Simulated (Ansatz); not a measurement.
Input:

```yaml
crystal:
  lattice:
    - [3.08087, 0.00000, 0.00000]
    - [-1.54043, 2.66811, 0.00000]
    - [0.00000, 0.00000, 4.96283]
  atoms:
    - { symbol: Zn, position: [0.66667, 0.33333, 0.00235] }
    - { symbol: Zn, position: [0.33333, 0.66667, 0.50235] }
    - { symbol: O, position: [0.66667, 0.33333, 0.62285] }
    - { symbol: O, position: [0.33333, 0.66667, 0.12285] }
```

No spin polarisation.

Calculations: r2SCAN in Ansatz (plane waves to 500 eV, PAW, no spin-orbit coupling). k-mesh 12×12×7 (Γ-centred); smearing 0.05 eV (Fermi–Dirac).

Task: Predict the electron mass, pressure and gap character.

Result: 
- Electron mass = 0.22 mₑ (at Γ)
- Pressure (mean of the normal stresses, compression positive) = 30.36 GPa
- Gap character = direct at Γ

The cells carry an imposed strain or load. Effective masses come from finite differences of ±0.01 Å⁻¹. Stability against distortions was not tested. The cell was made from ZnO in the wurtzite structure (space group P6_3mc, No. 186) by this change: isotropic strain −4.77 %.

Ansatz is a program for electronic structure.
